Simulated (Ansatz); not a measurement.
## Ti: biaxial strain −1.00 %, plane normal [001], relaxed out of plane

Take Ti in the hcp (Mg type) structure (space group P6_3/mmc, No. 194; a = 2.936 Å, c = 4.640 Å; relaxed with 0.1 eV smearing) as the base. Axes: x lies along a and z along c of the hexagonal cell.

Modification: biaxial strain −1.00 %, plane normal [001], relaxed out of plane (Cartesian); in-plane vectors clamped, the third vector and the atoms free.

All numbers come from plane-wave PAW DFT at the r2SCAN level (Ansatz, a quantum-chemistry and plane-wave program, 500 eV), without spin-orbit coupling. Settings: 23×23×13 k-points, 0.1 eV Fermi–Dirac smearing.

- Volume per atom = 17.11 Å³ (base 17.32 Å³)
- Space group = P6_3/mmc (No. 194) (base P6_3/mmc (No. 194))
- Shortest interatomic distance = 2.878 Å (base 2.874 Å)
- Pressure (mean of the normal stresses, compression positive) = 1.5 GPa (base 0.0 GPa)
- Band gap = zero (base zero)
- Out-of-plane strain = +0.78 %
- Mean in-plane stress (compression positive) = +2.2 GPa

Final structure (turned so that z lies along the plane normal):

```
CELL_PARAMETERS angstrom
      2.90703     0.00000     0.00000
      1.45351     2.51756     0.00000
      0.00000     0.00000     4.67657
ATOMIC_POSITIONS crystal
  Ti 0.66667 0.66667 0.75000
  Ti 0.33333 0.33333 0.25000
```

Cost of the whole job for the changed cell (relaxation, final SCF and bands): very roughly 50 core-seconds.

Whether these cells are dynamically stable was not tested. The final runs are not spin-polarised.
